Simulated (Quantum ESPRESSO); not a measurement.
**Several settings converged on As (R-3m, 2 atoms in the cell)**

```
As
1.0
    3.69877    -1.88940     0.00000
    3.69877     1.88940     0.00000
    2.73362     0.00000     3.12698
As
2
Direct
  0.23172   0.23172   0.23172
  0.77300   0.77300   0.77300
```

Base method: PBE, PSlibrary ultrasoft (PBE) pseudopotentials (plane waves; Quantum ESPRESSO 7.5).

Base settings: ecutwfc = 30 Ry; ecutrho = 180 Ry; occupations = smearing; smearing = fermi-dirac; degauss = 0.0073499 Ry; potentials = {As: As.pbe-n-rrkjus_psl.1.0.0.UPF}; K_POINTS = automatic 6 6 6 0 0 0; conv_thr = 1e-10 Ry.

The count of work is k-points × plane waves × bands × iterations; it is no time. 

**The cutoff for other potential files**

Level: DFT, PBE, plane waves, PSlibrary ultrasoft (PBE, semicore) pseudopotentials.

In this ladder: pseudopotentials = {As: As.pbe-dn-rrkjus_psl.1.0.0.UPF}. Moved along: ecutrho.

The second cell is the first with its lattice scaled by 0.98.

The mesh stays at the base's, so the ladder's end is converged at best in this setting alone.

Only quantities that move along the ladder and can be compared are tabulated.

```tsv
ecutwfc	free energy less the last step's (meV/atom)	energy of the compressed cell less the first (meV/atom)	pressure (GPa)	largest difference of a force vector from the last step's (eV/Å)	count of work / last
22 Ry	17725.62	-162.99	-623.79	0.743	0.13
28 Ry	2418.02	6.61	-113.66	0.042	0.17
35 Ry	185.99	25.33	-10.27	0.001	0.24
42 Ry	65.02	26.48	0.89	0.000	0.32
50 Ry	46.57	26.48	-0.20	0.000	0.35
60 Ry	10.83	26.52	0.41	0.000	0.53
75 Ry	5.04	26.48	0.86	0.000	0.74
100 Ry	0.00	26.49	0.89	0.000	1.0
```

Coarsest ecutwfc that holds the energy of the compressed cell less the first within 2 meV/atom of the last step, with all finer ones: 35 Ry, at 0.24 of the last step's count of work; the step before is off by 20 meV/atom.

Coarsest ecutwfc that holds the free energy within 2 meV/atom: not settled: the last two steps still differ by 5.0 meV/atom, over half the tolerance, so the ladder does not show it.

Coarsest ecutwfc that holds the forces within 0.01 eV/Å of the last step, with all finer ones: 35 Ry, at 0.24 of the last step's count of work; the step before is off by 0.042 eV/Å.

At the lowest cutoff the pressure lies 625 GPa under the last step's, the usual sign of Pulay stress in an incomplete plane-wave basis.

**The density cutoff**

The mesh stays at the base's, so the ladder's end is converged at best in this setting alone.

Only quantities that move along the ladder and can be compared are tabulated.

| ecutrho | free energy less the last step's (meV/atom) | pressure (GPa) | largest difference of a force vector from the last step's (eV/Å) |
|---|---|---|---|
| 60 Ry | -0.94 | 1.11 | 0.010 |
| 90 Ry | 0.83 | 0.87 | 0.000 |
| 120 Ry | 0.56 | 0.83 | 0.000 |
| 150 Ry | 0.39 | 0.84 | 0.000 |
| 180 Ry | 0.14 | 0.85 | 0.000 |
| 240 Ry | 0.04 | 0.85 | 0.000 |
| 300 Ry | 0.00 | 0.85 | 0.000 |
| 360 Ry | 0.00 | 0.85 | 0.000 |
| 480 Ry | 0.00 | 0.85 | 0.000 |

Coarsest ecutrho that holds the forces within 0.005 eV/Å of the last step, with all finer ones: 90 Ry; the step before is off by 0.010 eV/Å.

Coarsest ecutrho that holds the pressure within 0.05 GPa of the last step, with all finer ones: 90 Ry; the step before is off by 0.26 GPa.

Coarsest ecutrho that holds the free energy within 0.5 meV/atom of the last step, with all finer ones: 150 Ry; the step before is off by 0.56 meV/atom.

On the base run: the starting cell has typed, rounded lattice constants, without a prior relaxation at this level. Its lattice was rescaled by up to half a per cent. One atom was moved a little off its site on purpose.
